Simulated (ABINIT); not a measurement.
Pressure against volume in fcc Pb (space group 225) (ABINIT, PBEsol)

```
Pb
1.0
    0.00000     2.40314     2.40314
    2.40314     0.00000     2.40314
    2.40314     2.40314     0.00000
Pb
1
Direct
  0.00000   0.00000   0.00000
```

Level of theory: PBEsol, norm-conserving pseudopotentials (PseudoDojo nc-sr-04 PBEsol standard) (plane waves; ABINIT 10.0.3). Settings: pseudos = [Pb.upf]; ecut = 41 Ha; ixc = -116133; occopt = 3; tsmear = 0.00183747 Ha; ngkpt = 21 21 21; nshiftk = 1; shiftk = 0 0 0; potentials = PseudoDojo nc-sr-04 PBEsol standard; nband = 12; kptopt = 1; nstep = 50; tolvrs = 1e-10. The cell above is the first row's. The rows scale it uniformly. In all rows the k mesh is held.

| V (Å^3/atom) | P (GPa) |
|---|---|
| 27.757 | 4.38 |
| 28.360 | 2.99 |
| 28.963 | 1.74 |
| 29.567 | 0.64 |
| 30.170 | -0.35 |
| 30.774 | -1.23 |
| 31.377 | -2.00 |
| 31.980 | -2.70 |
| 32.584 | ? |

Task: Using a cubic, estimate the missing P at V = 32.584 from the other rows, showing the fit.

Result: With u = V - 29.9, the rows have u = -2.1430, -1.5400, -0.9370, -0.3330, 0.2700, 0.8740, 1.4770, 2.0800. Least squares gives P = 0.077 - 1.6219·u + 0.15885·u² - 0.00997·u³. Residuals (row less fit): 0.000, 0.002, -0.004, 0.005, 0.000, -0.004, 0.004, -0.001; standard error 0.005 (degrees of freedom: 4). The fitted pressure is zero at V0 = 29.95, where dP/dV = -1.607, so B0 = -V0·dP/dV = 48.1 GPa. At the withheld row, u = 2.6840, so P = 0.077 - 1.6219 × 2.6840 + 0.15885 × 2.6840² - 0.00997 × 2.6840³ = -3.325 GPa. The calculation gives -3.31 GPa, 0.015 GPa above the prediction (0.2 % of the range of P in the table). The row lies outside the fitted rows, so this is an extrapolation. From the scatter of the fitted rows alone, a prediction at this place has a standard error of 0.012 GPa, so the miss is 1.2 times that.

Carrying the step between the two nearest rows on in a straight line would have given -3.40, off by 0.09; series whose last step already gives the withheld value aren't shown. The scan was laid around a cell of about the measured size, scaled by a guess for this functional. The PBEsol file for Pb was generated anew from PseudoDojo's inputs, some of which were changed. Spin-orbit coupling is off. Cutoffs and mesh are single choices, not tested for convergence of this quantity. Series with a scatter that would blur these digits, or in which a gap closes, are not shown.
